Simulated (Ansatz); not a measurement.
Start from ZnO in the wurtzite structure (space group P6_3mc, No. 186).

```
ZnO
1.0
    3.22996     0.00000     0.00000
   -1.61498     2.79723     0.00000
    0.00000     0.00000     5.21438
Zn O
2 2
Direct
  0.33333   0.66667   0.00154
  0.66667   0.33333   0.50154
  0.33333   0.66667   0.38046
  0.66667   0.33333   0.88046
```

Cartesian axes are those of the cell as printed.

Method: PBEsol, PAW, 420 eV (Ansatz, an electronic-structure program; scalar-relativistic without spin-orbit coupling).

Modification: the cell is compressed by 0.60 % along x with no lateral relaxation; the atoms relax in the strained cell.

**Question.** Predict the stress tensor and what it implies for the stiffness.

**Answer.** Stress of the strained cell less that of the base (GPa, compression positive):
```
   1.22    0.00    0.00
   0.00    0.75    0.00
   0.00    0.00    0.67
```

Then −Δσ_ii/ε with ε = -0.0060 gives relaxed-ion elastic constants: C11 ≈ 203 GPa, C12 ≈ 125 GPa and C13 ≈ 111 GPa.

Stability against distortions was not tested.
